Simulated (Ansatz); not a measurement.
Band structure of YFe₂ (Fd-3m, 6 atoms in the cell).

```
CELL_PARAMETERS angstrom
      0.00000     3.67459     3.67459
      3.67459     0.00000     3.67459
      3.67459     3.67459     0.00000
ATOMIC_POSITIONS crystal
  Y  0.25000 0.25000 0.25000
  Y  0.00000 0.00000 0.00000
  Fe 0.62500 0.62500 0.62500
  Fe 0.12500 0.62500 0.62500
  Fe 0.62500 0.62500 0.12500
  Fe 0.62500 0.12500 0.62500
```
Moments meant for the start (each program seeds them in its own way; μB, in the order of the atoms Y Y Fe Fe Fe Fe): 1.0 1.0 4.0 4.0 4.0 4.0.

Method: LDA (PW92), PAW files made with PBE (plane waves; Ansatz, a program for electronic structure).

Settings: kpoints.mp_grid.grid = 5 5 5; hamiltonian.xc = lda; hamiltonian.pseudopotentials = {kind: paw} (the program's default PAW files); magnetization.spin_polarized = true; scf.occupations.method = gaussian; scf.occupations.width = 0.02 Ry; kpoints.band_path.npoints = 8.

The starting cell comes from a database of computed structures (which also holds hypothetical and non-ambient phases and stackings), without a prior relaxation at this level. The magnetic order is the one reached from the typed start; others were not searched systematically. The program warned that a starting moment was not kept.

Levels in eV from the Fermi level, bands 43 to 50 of the first spin channel:
```csv
point,43,44,45,46,47,48,49,50
Γ,-0.40,-0.40,0.23,0.23,0.23,0.35,0.35,0.35
X,-0.82,-0.82,-0.82,-0.82,0.30,0.30,1.75,1.75
W,-1.09,-1.09,-0.55,-0.55,0.16,0.16,1.89,1.89
K,-1.01,-1.00,-0.74,-0.52,-0.05,0.71,1.47,2.07
L,-0.93,-0.74,-0.74,0.23,1.07,1.21,1.21,1.45
U,-1.01,-1.00,-0.74,-0.52,-0.05,0.71,1.47,2.07
```

Bands cross the Fermi level along this path, so the cell is metallic at this level.

The net moment of the cell came out as 6.58 μB.

Keys are those of Ansatz 0.2.
